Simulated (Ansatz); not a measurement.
Given:

```
Se
1.0
    4.03098     0.00000     0.00000
   -2.01549     3.49093     0.00000
    0.00000     0.00000     5.13126
Se
3
Direct
  0.25006   0.00000   0.83333
  0.00000   0.25006   0.16667
  0.74994   0.74994   0.50000
```

No spin polarisation.

All numbers come from Ansatz (a first-principles code) PBE, no SOC, earlier PAW set. k-mesh 9×9×7 (Γ-centred); smearing 0.05 eV (Fermi–Dirac).

### Question
Predict the band gap and electron mass.

### Answer
The band gap comes out as 0.42 eV and the electron mass is 0.091 mₑ (at H).

Load acts through the strain it causes; cell and atoms are relaxed under it. Masses are band curvatures over ±0.01 Å⁻¹ around the edge. No phonon test of stability was made. The cell was made from Se (space group P3_121, No. 152; made of chains) by this change: pressure 3 GPa. No dispersion term is included, though the crystal is made of layers, chains or molecules, so its spacings can come out too wide.
